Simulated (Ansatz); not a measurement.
Results of PBEsol (Ansatz, a program for electronic structure, PAW) for Zr₃N₄ (Pnma, No. 62, 28 atoms in the cell; start mp-277; a measured phase of this formula has another space group).

Run with plane-wave cutoff 520 eV, 4×10×4 k mesh (along the axes of the cell as run), Fermi–Dirac smearing 0.01 eV, scalar-relativistic PAW data made under PBE.

Cell (relaxed at this level):

Space group Pnma (No. 62); a = 9.6605 Å, b = 3.2662 Å, c = 10.7697 Å, α = 90.00°, β = 90.00°, γ = 90.00°

```json
[
 {"atom": "Zr", "site": "4c", "symmetry": ".m.", "x": "0.2325", "y": "0.2500", "z": "0.8509"},
 {"atom": "Zr", "site": "4c", "symmetry": ".m.", "x": "0.1083", "y": "0.2500", "z": "0.5930"},
 {"atom": "Zr", "site": "4c", "symmetry": ".m.", "x": "0.0688", "y": "0.2500", "z": "0.1236"},
 {"atom": "N", "site": "4c", "symmetry": ".m.", "x": "0.1026", "y": "0.7500", "z": "0.4718"},
 {"atom": "N", "site": "4c", "symmetry": ".m.", "x": "0.0037", "y": "0.2500", "z": "0.7736"},
 {"atom": "N", "site": "4c", "symmetry": ".m.", "x": "0.3557", "y": "0.2500", "z": "0.4815"},
 {"atom": "N", "site": "4c", "symmetry": ".m.", "x": "0.2647", "y": "0.2500", "z": "0.2135"}
]
```

Task: What does this level give for the band gap and direct gap at Γ?

Result: 
* **band gap**: 1.01 eV (on the SCF k mesh)
* **direct gap at Γ**: 1.09 eV

Note: the relaxation could not lower the start's symmetry, so the cell can be a saddle point above a distorted one.

Spin–orbit coupling is not included.

Static lattice: no zero-point or thermal effects.

Computing time: around 26 core-minutes (rough).

A start named mp-… is a Materials Project structure, which need not be a measured phase.
